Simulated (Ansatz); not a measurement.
**What pressure −1 GPa does to SnO**

Start from SnO in the litharge type structure (space group P4/nmm, No. 129; a = 3.7934 Å, c = 4.7643 Å; layered, stacked along the Cartesian z axis).

The change: a negative pressure, −1 GPa.

Method: Ansatz (a program for electronic structure) r2SCAN+rVV10, no SOC. Settings: 9×9×7 k-points, 0.05 eV Fermi–Dirac smearing.

| quantity | base | changed | shift |
|---|---|---|---|
| volume per atom | 17.14 Å³ | 17.75 Å³ | +0.61 Å³ |
| density | 6.53 g/cm³ | 6.30 g/cm³ | -0.223 g/cm³ |
| lattice parameter a | 3.793 Å | 3.806 Å | +0.013 Å |
| c/a ratio | 1.256 | 1.288 | +0.032 |
| shortest interatomic distance | 2.216 Å | 2.222 Å | +0.006 Å |
| enthalpy H = E + PV relative to the base's energy | – | -0.11 eV/atom | – |
| band gap | zero | 0.26 eV | – |
| gap character | absent | indirect, Γ → M | – |

Cost of the whole job for the changed cell (relaxation, final SCF and bands): roughly 2.8 core-minutes.

Load acts through the strain it causes; cell and atoms are relaxed under it. Whether these cells are dynamically stable was not tested. The final runs are not spin-polarised. A zero or small gap of SnO can be the functional's error rather than a property of the material.
